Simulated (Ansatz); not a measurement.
**Hypothetical zinc blende TlBr: pressure series**

The reference is TlBr in the zinc blende structure (space group F-43m, No. 216; a = 7.5018 Å; a hypothetical phase, not in the database extracts checked).

Cell and atoms are relaxed at each pressure.

Calculations: DFT with PBE, PAW potentials and a 420 eV plane-wave cutoff in Ansatz (a program for electronic structure), no spin-orbit coupling.

```tsv
pressure (GPa)	volume per atom (Å³/atom)
-1	59.690
0	52.772
1.8	46.806
4.2	42.247
9	37.106
18	31.973
30	?
45	25.186
60	23.132
```

### Question
Fit the third-order Birch–Murnaghan form P(V) = (3B₀/2)[(V₀/V)^(7/3) − (V₀/V)^(5/3)]·[1 + (3/4)(B₀′ − 4)((V₀/V)^(2/3) − 1)] (squares taken in P) to the rows shown and predict the withheld row.

### Answer
Least squares on the printed values gives V₀ = 52.586 Å³/atom, B₀ = 12.5 GPa, B₀′ = 4.2; this predicts 28.093 Å³/atom, and the run gives 28.174 Å³/atom, 0.081 higher.

The mesh was chosen for an insulator and is coarse for the gapless case. Load acts through the strain it causes; cell and atoms are relaxed under it. Whether these cells are dynamically stable was not tested. No other phases were tried under pressure. The final runs are not spin-polarised.
